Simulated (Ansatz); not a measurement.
For double-hcp La, r²SCAN-D4 (PAW; Ansatz, a quantum-chemistry and plane-wave program) gives:

| Quantity | Value |
|---|---|
| equilibrium lattice constant a | 3.762 Å |
| lattice parameter c | 11.975 Å |

Q: What does PBE0 in Ansatz (plane waves, PAW) give for the same quantities?

A: 
- lattice constant a: 3.849 Å (goes up by 2.3 %)
- lattice parameter c: 12.176 Å (increases by 1.7 %)

For comparison: lattice constant a 3.774 Å (measured, 293 K, no zero-point or thermal correction; as tabulated in Wikipedia's data pages); lattice parameter c 12.171 Å (measured, 293 K, not corrected to a static lattice; as tabulated in Wikipedia's data pages).

Changes are worked out from the printed values.

Unless a cell is named, each level is at its own relaxed cell (r²SCAN-D4 36.69, PBE0 39.06 Å³/atom).

Ansatz's density-functional and Hartree–Fock values are scalar-relativistic unless marked +SOC, with PAW data made under PBE.
